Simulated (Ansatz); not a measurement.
Take PbSe in the rock salt structure (space group Fm-3m, No. 225; a = 6.1777 Å) as the base. Axes: x, y, z lie along the cube axes.

Computed with Ansatz (an electronic-structure program) r2SCAN, without spin-orbit coupling, earlier PAW set.

Strains are applied to the cell and any free atomic positions relax; under biaxial strain the out-of-plane vector relaxes too.

One change was made to it. Results:

| quantity | base | after |
|---|---|---|
| energy relative to the base (free energy F) | 0 meV/atom | +22 meV/atom |
| pressure (mean of the normal stresses, compression positive) | 0.0 GPa | 2.1 GPa |
| band gap | 0.67 eV | zero |
| shortest interatomic distance | 5.837 bohr | 5.768 bohr |

Problem. Name the change that was made.
(A) biaxial strain −3.89 %, plane normal [111], relaxed out of plane
(B) strain tensor (xx, yy, zz, yz, xz, xy) = (+0.24, −0.83, +0.23, +0.14, +0.49, −0.50) %
(C) uniaxial strain ε_xx = −1.19 %

Solution. A, biaxial strain −3.89 %, plane normal [111], relaxed out of plane. For comparison, the band gap in the other runs: strain tensor (xx, yy, zz, yz, xz, xy) = (+0.24, −0.83, +0.23, +0.14, +0.49, −0.50) % gives 0.56 eV; uniaxial strain ε_xx = −1.19 % gives 0.63 eV.

A case with no gap was solved on a k-mesh chosen for an insulator, which is coarse for it. With Pb present, leaving out spin-orbit coupling can change the band edges. Stability against distortions was not tested. The final runs are not spin-polarised. The zero or small gap of PbSe under biaxial strain −3.89 %, plane normal [111], relaxed out of plane can change with the level of theory.
